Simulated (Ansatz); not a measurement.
Structures of equal composition on the (111) surface of fcc Cu: a layer of Al in place of the second plane; a layer of Al in place of the third plane. The slabs share one bottom face, and each structure is named by its start. These are constructed structures in small cells; real faces may alloy, dewet or reconstruct in larger ones, and not all known structures of the face are among them. Slabs of about 11 Å, Fermi-Dirac smearing of 0.1 eV. Bottom of the slabs: a bare face, its two planes held. Relaxed from the named starts with such symmetry as they have, on meshes of like density; energies extrapolated to zero smearing; spin only where a row says so; no spin-orbit coupling, no U. Brackets mark spin-polarised runs, whose order is one that fits the cell.

Level of theory: PBE (plane waves to 420 eV, PAW; Ansatz, a program for electronic structure).

Question: Put the candidates in order of energy per 1x1 cell, lowest first, for PBE.

Answer: a layer of Al in place of the second plane (0.000 eV), a layer of Al in place of the third plane (0.024 eV)
